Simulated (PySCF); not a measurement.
PySCF 2.14.0, BP86/def2-tzvp, df: thienothiophene (c1cc2sccc2s1), 12 atoms. The geometry is a generated start, not checked to be a minimum at this level.

```python
import time
import numpy
from pyscf import lib
from pyscf import gto, scf, dft, mp, cc, sgx
lib.logger.TIMER_LEVEL = 4
t0 = time.perf_counter()

mol = gto.M(
    atom='''
C      2.22980000    -0.08050000     0.46730000
C      1.63760000     0.09420000    -0.76240000
C      0.21460000     0.08780000    -0.64390000
S     -1.11740000     0.25190000    -1.76000000
C     -2.22980000     0.08050000    -0.46730000
C     -1.63760000    -0.09420000     0.76240000
C     -0.21460000    -0.08780000     0.64390000
S      1.11740000    -0.25190000     1.76000000
H      3.28940000    -0.11760000     0.68140000
H      2.18100000     0.21900000    -1.69010000
H     -3.28940000     0.11760000    -0.68140000
H     -2.18100000    -0.21900000     1.69010000
''',
    basis='def2-tzvp',
    max_memory=3000,
    verbose=4,
)
mf = dft.RKS(mol, xc='bp86')
mf = mf.density_fit()
mf.chkfile = None
mf.kernel()
print('SCF converged:', mf.converged)
print('E(SCF) = %.10f' % mf.e_tot)
print('basis functions:', mol.nao_nr())
print('integrals held in memory:', getattr(mf, '_eri', None) is not None)
t1 = time.perf_counter()
print('wall of the SCF part: %.3f s' % (t1 - t0))
print('run ended')
```

```bash
OMP_NUM_THREADS=32 python -u run.py
```

The program reports basis functions: 284, grid points: 161704.

It runs on a single node (Arm Neoverse V2, 96 cores on 1 socket, no SMT, 1 L3 cache group).

On 32 threads, 32 BLAS threads this takes 6.5 s. Each time is the median wall time of two to five repeats, run one at a time on the otherwise empty machine; start-up is included. Unless noted, each process is bound to its own block of adjacent cores. The times hold for this build (PyPI wheel: OpenMP (GNU), a bundled serial OpenBLAS 0.3.3 under its C layer, NumPy's threaded OpenBLAS held to generic ARMv8 kernels, libcint, Libxc). Scratch files lie in a memory file system. This build's BLAS runs threads of its own beside OpenMP's, on the same cores; «BLAS threads» counts them.

### Question
Make this run faster without changing its result beyond 1.0 meV/atom in energy. Keep to 32 cores.

### Answer
Several could match; the one computed here: going from 32 threads, 32 BLAS threads to 32 threads, 1 BLAS thread, one of the fastest among the values tried that keep the result.

```diff
-OMP_NUM_THREADS=32 python -u run.py
+OMP_NUM_THREADS=32 OPENBLAS_NUM_THREADS=1 python -u run.py
```

Time: 6.5 s to 4.0 s (1.6× as fast). The largest move is in the rest of the SCF (diagonalisation, DIIS, set-up): 2.3 s to 0.30 s. The slower run has 32 BLAS threads beside the program's own on the same cores, and burns 2 times the CPU time. These two results differ by: energy equal as printed. Others tried: 32 threads, 4 BLAS threads (4.2 s). Repeats scatter by up to 6 %. 1 planned setting was not run, for want of time.
